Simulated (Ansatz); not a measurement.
Ansatz (a first-principles code) run on CaAl₂Zn₂ (I4mm, 5 atoms in the cell): self-consistent single point.

Method: LDA (PW92), default PAW files made with PBE (plane waves; Ansatz).

The change in words: lattice scaled by 0.98; basis.ecutwfc: 420 eV → 460 eV. Reference geometry:
```yaml
crystal:
  lattice:
    - [-2.05088, 2.05088, 5.72521]
    - [2.05088, -2.05088, 5.72521]
    - [2.05088, 2.05088, -5.72521]
  atoms:
    - { symbol: Ca, position: [0.00437, 0.00437, 0.00000] }
    - { symbol: Al, position: [0.25000, 0.75000, 0.50000] }
    - { symbol: Al, position: [0.75000, 0.25000, 0.50000] }
    - { symbol: Zn, position: [0.39187, 0.39187, 0.00000] }
    - { symbol: Zn, position: [0.60813, 0.60813, 0.00000] }
```

Reference input (self-consistent single point, DFT, LDA (PW92), plane waves, default PAW files made with PBE): basis.ecutwfc = 420 eV; kpoints.mp_grid.grid = 7 7 7; hamiltonian.xc = lda; hamiltonian.pseudopotentials = {kind: paw} (the program's default PAW files); scf.occupations.method = gaussian; scf.occupations.width = 0.1 eV. This run's input differs from it in these lines:

Ansatz 0.2 input:
```diff
@@ -2,5 +2,5 @@
   lattice:
-    - [-2.05088300, 2.05088300, 5.72520900]
-    - [2.05088300, -2.05088300, 5.72520900]
-    - [2.05088300, 2.05088300, -5.72520900]
+    - [-2.00986500, 2.00986500, 5.61070500]
+    - [2.00986500, -2.00986500, 5.61070500]
+    - [2.00986500, 2.00986500, -5.61070500]
   atoms:
@@ -12,3 +12,3 @@
 basis:
-  ecutwfc: 420.0
+  ecutwfc: 460.0
 kpoints:
```

Output, abridged:

```
SCF iter   1: F=—  HF=-9292.537553 eV  |F-HF|=—  |Δ(HF+E_count)|=         —  Δρ=4.78e-3  dr2=1.89e-2  ethr=1.77e-3  ⟨swp⟩=7.3  Hψ=5073  notcnv=0
all-band conjugate gradients solve this SCF's bands
preconditioner: auto → Kerker (q_TF=auto, 2.380 Å⁻¹)
SCF iter   2: F=—  HF=-9292.534251 eV  |F-HF|=—  |Δ(HF+E_count)|=   3.30e-3  Δρ=2.57e-3  dr2=7.06e-3  ethr=4.72e-5  ⟨swp⟩=2.3  Hψ=2031  notcnv=0  defer=1
   [... lines left out ...]
SCF iter   5: F=—  HF=-9292.532267 eV  |F-HF|=—  |Δ(HF+E_count)|=   2.62e-5  Δρ=9.68e-5  dr2=6.85e-6  ethr=2.89e-7  ⟨swp⟩=2.0  Hψ=1550  notcnv=0  defer=1
SCF iter   6: F=—  HF=-9292.532270 eV  |F-HF|=—  |Δ(HF+E_count)|=   2.92e-6  Δρ=3.22e-5  dr2=7.37e-7  ethr=1.71e-8  ⟨swp⟩=2.1  Hψ=1714  notcnv=0  defer=2
SCF iter   7: F=—  HF=-9292.532270 eV  |F-HF|=—  |Δ(HF+E_count)|=   2.59e-8  Δρ=2.97e-5  dr2=4.52e-7  ethr=2.50e-10  ⟨swp⟩=8.4  Hψ=5076  notcnv=0
SCF iter   8: F=-9292.532270 eV  HF=-9292.532270 eV  |F-HF|=9.52e-9  |Δ(HF+E_count)|=   2.34e-7  Δρ=6.96e-6  dr2=2.34e-8  ethr=2.50e-10  ⟨swp⟩=3.5  Hψ=4255  notcnv=0
SCF 1 converged in 8 iterations: F = -9292.532270 eV  dr2 = 2.34e-8
Free energy (F): -9292.532270 eV
Internal energy: -9292.522763 eV  (E = F + TS)
E sigma→0 (E₀):  -9292.527516 eV
Entropy (-TS):   -0.009507 eV (-1.901 meV/atom)
Fermi energy:    8.494232 eV
--- Forces (eV/Å), atoms counted from 1 ---
  atom   1  Ca    -0.00000000    -0.00000000    -0.12573263
  atom   2  Al    -0.00000000     0.00000000     0.04184740
  atom   3  Al     0.00000000    -0.00000000     0.04184740
  atom   4  Zn    -0.00000000     0.00000000     0.05106498
  atom   5  Zn     0.00000000     0.00000000    -0.00904761
--- Stress (GPa, compression-positive) ---
       -0.593800       0.000000       0.000000
        0.000000      -0.593800       0.000000
        0.000000       0.000000      -0.686449
  P = ⅓ Tr σ = -0.6247 GPa (-6.247 kbar)
  The stress holds the Pulay correction. Without it, at fixed plane waves, as pw.x and ABINIT print it: P = -0.6319 GPa
```

The run converged in 8 iterations. Against the reference run the free energy falls by 19.0 meV/atom, the pressure goes from -4.45 to -0.62 GPa and the largest force goes from 0.100 to 0.126 eV/Å.

The starting cell comes from a database of computed structures (which also holds hypothetical and non-ambient phases and stackings), without a prior relaxation at this level. Its lattice was rescaled by up to half a per cent. One atom was moved a little off its site on purpose. For this run, on top of that: lattice scaled by 0.98. Ansatz's pressure includes its estimate of the finite-basis (Pulay) stress.
